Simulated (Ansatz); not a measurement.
Relaxation of the outer planes of the (30-31) surface of hcp Y in its 1x1 cell, outermost plane spacing 0.52 Å in the ideal cut.

All values below come from PBE (plane waves to 420 eV, PAW; Ansatz, an electronic-structure program).

Set-up: 22 atoms, 10.9 Å thick at the start; mesh 10x3x1; 0.1 eV smearing; dipole correction on; all atoms relaxed; held to the part of the start's symmetry that mesh and held atoms allow; no spin, no spin-orbit, no U.

```json
[
 {"plane": "1", "atoms": "Y", "bulk spacing to the next (Å)": "0.519", "relaxed spacing (Å)": "0.438", "change (%)": "-15.5", "rumpling (Å)": "0.00"},
 {"plane": "2", "atoms": "Y", "bulk spacing to the next (Å)": "0.519", "relaxed spacing (Å)": "0.632", "change (%)": "21.7", "rumpling (Å)": "0.00"}
]
```
